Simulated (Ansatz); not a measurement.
The starting structures come from a database of crystals and need not be the phases stable at ambient conditions.

 Where the default PAW files enter, the runs use the earlier of Ansatz's two default sets.

By LDA and PBEsol, the system below comes out a metal.

```
Ir
1.0
    2.75138     0.00000     0.00000
   -1.37569     2.38276     0.00000
    0.00000     0.00000     4.46229
Ir
2
Direct
  0.66667   0.33333   0.75000
  0.33333   0.66667   0.25000
```

Space group of this cell: P6_3/mmc, hcp (Mg type). The cell is taken as given; by PBEsol its mean pressure is -12.5 GPa.

The current runs along the normal of the first two printed vectors, the (001) plane. All runs by Ansatz (an electronic-structure program), plane waves and PAW, without spin-orbit coupling; the base is PBEsol.

```
run                                                      mean pressure (GPa)  G/A, both spins (10¹⁵ S/m²)
-------------------------------------------------------  -------------------  ---------------------------
base                                                                   -12.5                         2.28
all lengths scaled by 0.98                                              10.1                         2.37
all lengths scaled by 1.02                                             -28.6                         2.20
lda in place of pbesol                                                 -18.0                         2.29
lengths across the current scaled by 0.98, ions clamped                  1.8                         2.37
lengths across the current scaled by 1.02, ions clamped                -23.6                          ___
lengths along the current scaled by 0.97, ions clamped                  -1.4                         2.15
lengths along the current scaled by 1.03, ions clamped                 -21.1                         2.28
```

Task: Some entries are withheld; supply them.

Result: 
- lengths across the current scaled by 1.02, ions clamped, G/A, both spins (10¹⁵ S/m²): 2.11
